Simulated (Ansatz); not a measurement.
Here is the system:

```
PbTe
1.0
    0.00947     3.26715     3.26715
    3.26715     0.00947     3.26715
    3.27662     3.27662     0.00000
Te Pb
1 1
Cartesian
  3.27662   3.27662   3.26715
  0.00000   0.00000   0.00000
```

No spin polarisation.

Calculations: r2SCAN/PAW in Ansatz (a first-principles code), no spin-orbit coupling. Settings: 9×9×9 k-points, 0.05 eV Fermi–Dirac smearing.

Q: Predict the stress, gap character and band gap.

A: 
- Stress (xx, yy, zz, yz, xz, xy; compression positive) = (0.00, 0.00, 0.00, 0.00, 0.00, -0.09) GPa
- Gap character = indirect, S → R
- Band gap = 1.06 eV

With Pb and Te present, leaving out spin-orbit coupling can change the band edges. The cells carry an imposed strain or load. No phonon test of stability was made. The cell was made from PbTe in the rock salt structure (space group Fm-3m, No. 225) by this change: tensor shear ε_xy = +0.29 %.
